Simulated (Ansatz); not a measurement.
System: AlN (Fm-3m, No. 225, 2 atoms in the cell; start mp-1330; high-pressure phase). Method: r²SCAN in Ansatz (plane waves, PAW).

Numerical settings: plane-wave cutoff 500 eV, 16×16×16 k mesh, Fermi–Dirac smearing 0.05 eV, scalar-relativistic PAW data made under PBE.

Cell (relaxed at this level):

```cif
data_AlN
_chemical_formula_sum 'Al1 N1'
_space_group_name_H-M_alt 'P 1'
_space_group_IT_number 1
_cell_length_a 2.85511
_cell_length_b 2.85511
_cell_length_c 2.85511
_cell_angle_alpha 60.000
_cell_angle_beta 60.000
_cell_angle_gamma 60.000
loop_
_space_group_symop_operation_xyz
  'x, y, z'
loop_
_atom_site_label
_atom_site_type_symbol
_atom_site_fract_x
_atom_site_fract_y
_atom_site_fract_z
_atom_site_occupancy
Al1 Al 0.50000 0.50000 0.50000 1
N1 N 0.00000 0.00000 0.00000 1
```

**Question.** Estimate the band gap that the calculation returns.

**Answer.** 
* **band gap**: 5.52 eV (on the SCF k mesh)

Note: the relaxation could not lower the start's symmetry, so the cell can be a saddle point above a distorted one.

Static lattice: no zero-point or thermal effects.

It cost very roughly 23 core-seconds of CPU time.

A start named mp-… is a Materials Project structure, which need not be a measured phase.

Ansatz is a program for electronic structure.
